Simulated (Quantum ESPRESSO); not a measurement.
A self-consistent single point of AlRu (Pm-3m, 2 atoms in the cell) with Quantum ESPRESSO.

Level of theory: PBE, SSSP 1.1.2 efficiency (PBE) pseudopotentials (plane waves; Quantum ESPRESSO).

The change in words: lattice scaled by 0.98. Reference geometry:
```
CELL_PARAMETERS angstrom
      2.98250     0.00000     0.00000
      0.00000     2.98250     0.00000
      0.00000     0.00000     2.98250
ATOMIC_POSITIONS crystal
  Al 0.00000 0.00000 0.00000
  Ru 0.50000 0.50000 0.50000
```

Reference input (self-consistent single point, DFT, PBE, plane waves, SSSP 1.1.2 efficiency (PBE) pseudopotentials): ecutwfc = 60 Ry; ecutrho = 480 Ry; occupations = smearing; smearing = gaussian; degauss = 0.0036749 Ry; potentials = {Al: Al.pbe-n-kjpaw_psl.1.0.0.UPF, Ru: Ru_ONCV_PBE-1.0.oncvpsp.upf}; K_POINTS = automatic 11 11 11 0 0 0; conv_thr = 1e-09 Ry. This run's input differs from it in these lines:

```diff
@@ -10,3 +10,3 @@
    ibrav = 1
-   A = 2.9825000000
+   A = 2.9228500000
    nat = 2
```

Log, with long lists cut:

```
     Self-consistent Calculation

     iteration #  1     ecut=    60.00 Ry     beta= 0.70

     Threshold (ethr) on eigenvalues was too large:
     Diagonalizing with lowered threshold

     total energy              =    -228.12139334 Ry
     estimated scf accuracy    <       0.04204432 Ry

     iteration #  2     ecut=    60.00 Ry     beta= 0.70

     total energy              =    -228.12323678 Ry
     estimated scf accuracy    <       0.03468858 Ry

     iteration #  3     ecut=    60.00 Ry     beta= 0.70

     total energy              =    -228.13178274 Ry
     estimated scf accuracy    <       0.00248600 Ry

   [... 4 blocks of this kind left out ...]

     iteration #  8     ecut=    60.00 Ry     beta= 0.70

     total energy              =    -228.13220000 Ry
     estimated scf accuracy    <          1.4E-09 Ry

     iteration #  9     ecut=    60.00 Ry     beta= 0.70
     End of self-consistent calculation

     the Fermi energy is    17.7044 ev

!    total energy              =    -228.13220000 Ry
     estimated scf accuracy    <          8.6E-13 Ry
     smearing contrib. (-TS)   =      -0.00019246 Ry
     internal energy E=F+TS    =    -228.13200754 Ry

     convergence has been achieved in   9 iterations

     Forces acting on atoms (cartesian axes, Ry/au):

     atom    1 type  1   force =     0.00000000    0.00000000    0.00000000
     atom    2 type  2   force =     0.00000000    0.00000000    0.00000000

     Total force =     0.000000     Total SCF correction =     0.000000

          total   stress  (Ry/bohr**3)                   (kbar)     P=      196.49
   0.00133568   0.00000000   0.00000000          196.49        0.00        0.00
   0.00000000   0.00133568   0.00000000            0.00      196.49        0.00
   0.00000000   0.00000000   0.00133568            0.00        0.00      196.49

   JOB DONE.
```

The run converged in 9 iterations. Against the reference run the free energy goes up by 56.7 meV/atom and the pressure goes from 4.27 to 19.65 GPa.

The starting cell comes from a database of computed structures (which also holds hypothetical and non-ambient phases and stackings), without a prior relaxation at this level. For this run, on top of that: lattice scaled by 0.98. Spin polarisation is off. With a pressure of about 20 GPa the cell is away from its equilibrium volume at this level.
